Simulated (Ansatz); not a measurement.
A periodic model of amorphous Si₂₄O₅₁Al₂:

```
Al2O51Si24
1.0
   10.31016    -0.36624     0.15160
   -0.36624    11.37479     0.11327
    0.15160     0.11327    10.07249
Si O Al
24 51 2
Direct
  0.33848   0.07455   0.64034
  0.80240   0.79072   0.69726
  0.58272   0.28850   0.15177
  0.06914   0.21111   0.95401
  0.72359   0.13921   0.35763
  0.87359   0.55197   0.71333
  0.33746   0.85119   0.44648
  0.19744   0.99077   0.23677
  0.54674   0.72679   0.57450
  0.57511   0.72985   0.04954
  0.61044   0.23442   0.60776
  0.91209   0.83341   0.41960
  0.13934   0.50521   0.76867
  0.74940   0.92649   0.91876
  0.00354   0.95775   0.04370
  0.36981   0.67998   0.83908
  0.67795   0.49315   0.48896
  0.93612   0.44194   0.96884
  0.19301   0.88358   0.80928
  0.61055   0.17071   0.89729
  0.34535   0.17399   0.03881
  0.99629   0.10559   0.41203
  0.10856   0.23766   0.65696
  0.71999   0.52100   0.17140
  0.04571   0.18313   0.79738
  0.90437   0.77019   0.57558
  0.26237   0.73213   0.50332
  0.08119   0.90980   0.91871
  0.94101   0.97269   0.45922
  0.29386   0.89948   0.30267
  0.27803   0.78378   0.87933
  0.28510   0.56227   0.78558
  0.42719   0.25062   0.14824
  0.07556   0.51173   0.91985
  0.84730   0.92107   0.04318
  0.60143   0.36752   0.53843
  0.68387   0.64397   0.10432
  0.67787   0.04638   0.89856
  0.97520   0.31086   0.00429
  0.49730   0.81001   0.44445
  0.24319   0.18089   0.61708
  0.28939   0.00392   0.77844
  0.85823   0.49019   0.09685
  0.45173   0.15109   0.91890
  0.13506   0.38090   0.68849
  0.65068   0.24543   0.28488
  0.85729   0.44843   0.82797
  0.65016   0.01641   0.31898
  0.04078   0.76420   0.38832
  0.45841   0.65557   0.96866
  0.13793   0.09079   0.33457
  0.65466   0.24683   0.76207
  0.47862   0.14794   0.62415
  0.54109   0.80951   0.17466
  0.83622   0.90530   0.78359
  0.45322   0.71987   0.70411
  0.64145   0.81656   0.93060
  0.58097   0.59858   0.52169
  0.72980   0.51224   0.33436
  0.80905   0.50968   0.57733
  0.12167   0.83693   0.68121
  0.06971   0.91556   0.17956
  0.88113   0.15361   0.32016
  0.66440   0.24204   0.02426
  0.22453   0.24382   0.97869
  0.01537   0.20120   0.53325
  0.66992   0.80961   0.62042
  0.59685   0.43065   0.13945
  0.28430   0.05367   0.11307
  0.01577   0.09995   0.04416
  0.71228   0.16503   0.51765
  0.34204   0.97097   0.53205
  0.03782   0.58683   0.67458
  0.80742   0.66461   0.77866
  0.77795   0.80726   0.34503
  0.62957   0.86534   0.30745
  0.09510   0.73704   0.55431
```

Methods: PBE, scalar-relativistic without spin-orbit coupling (Ansatz, a program for electronic structure); r2SCAN, scalar-relativistic without spin-orbit coupling (Ansatz); HSE06, scalar-relativistic without spin-orbit coupling (Ansatz). Neutral PBE cell, which sets geometry, pressure and energy: sampling: a 2×2×2 Γ-centred mesh; Fermi-Dirac width 0.02 eV; no spin polarisation. Exact exchange is cut at the faces of this 10 Å cell, which leaves hybrid gaps a finite-size error.

The cell was made by melting and quenching with the CHGNet potential and then relaxed with DFT. O atoms were pushed apart under 1.9 Å during the dynamics, to hinder bonds among them. The hot cell started wider than the set density and was brought back towards it in steps. It is the lowest in DFT energy of 2 quenches. It is a model cell: composition and starting density were chosen by hand, and all elements were melted together. No dispersion term was used. Its density started from a set value of 2.24 and ended at 2.17 g/cm³. The simulated quench (nominally 400 K/ps over its main leg) is rapid and tends to freeze in more defects than a deposited or slowly cooled glass has. One small periodic cell is one sample of the glass; other quenches scatter about these values. Volume and shape were free in the relaxation.

### Question
Give the pressure, the energy against reference phases and the spacing of the highest filled and lowest empty levels.

### Answer

Pressure on a 2×2×2 Γ-centred mesh: 0.3 kbar
Largest force and stress component on that mesh (the relaxation ran on the zone centre alone): 0.03 eV/Å and 0.1 GPa
Energy relative to alpha cristobalite + corundum (lowest mix at this level among the phases computed, not always the ambient ones): 0.105 eV/atom
Level gap on a 2×2×2 Γ-centred mesh (PBE): 4.61 eV
Level gap at the zone centre (PBE): 4.62 eV
Level gap at the zone centre (r2SCAN): 5.32 eV
Level gap at the zone centre (HSE06): 6.41 eV
Distance between the nearest levels spread over more than a fifth of the atoms or a third of the atoms of their main element (six at least) (PBE, zone centre): 5.22 eV

### Question
At PBE and the zone centre, how localised are the states just below and above the Fermi level (participation number: the atoms over which a state spreads)?

### Answer
The highest filled state is spread over 3.8 atoms' worth, largest on O61, with weights by element (charge in smoothed Voronoi cells) O 0.95, Si 0.04, Al 0.01. The lowest empty state is spread over 62.2 atoms' worth, largest on O73, with weights by element (charge in smoothed Voronoi cells) O 0.70, Si 0.26, Al 0.04.

At PBE the levels at the filled edge of the gap are localised (band-tail or defect states), and the nearest spread-out levels lie 5.2 eV apart at the zone centre.

Neighbours within Si-Si 2.60 Å, Si-O 1.92 Å, Si-Al 2.55 Å, O-O 1.58 Å, O-Al 2.24 Å, Al-Al 2.66 Å count as bonded. Two cations that share two anions don't count as bonded, nor two that share one unless they lie closer than Si-Si 2.38 Å, Si-Al 2.48 Å, Al-Al 2.59 Å.

Added carriers, by Ansatz with PBE, scalar-relativistic without spin-orbit coupling on the zone centre alone. Charged cells keep the cell fixed and stand in a uniform background, with no image correction, at a width of 0.01 eV; where the count is odd the moment is locked at 1 μB, unless the neutral cell bore moments. Each starts from the undistorted neutral geometry alone. PBE's self-interaction favours spread-out carriers, so it can miss traps that a hybrid finds.

### Question
What happens at PBE when the cell takes an extra electron and the atoms relax?

### Answer
Relaxation lowers the charged cell by 0.03 eV. The largest moves are O56 0.06 Å, O60 0.06 Å, O36 0.06 Å, O58 0.06 Å. The level that holds the added charge spreads over 60.3 atoms' worth, most on O73 (weight 0.04): a carrier spread over the cell. No bond crosses its cut-off with a change of over 0.15 Å (metal-metal contacts aside). Made neutral again at that geometry, the cell lies +0.04 eV from the neutral start.

### Question
What happens at PBE when the cell takes a hole and the atoms relax?

### Answer
Relaxation lowers the charged cell by 0.22 eV. The largest moves are O49 0.21 Å, O29 0.19 Å, Al77 0.14 Å, O27 0.13 Å. The level that was emptied spreads over 7.0 atoms' worth, most on O61 (weight 0.24): a partly localised carrier. No bond crosses its cut-off with a change of over 0.15 Å (metal-metal contacts aside). Made neutral again at that geometry, the cell lies +0.41 eV from the neutral start.
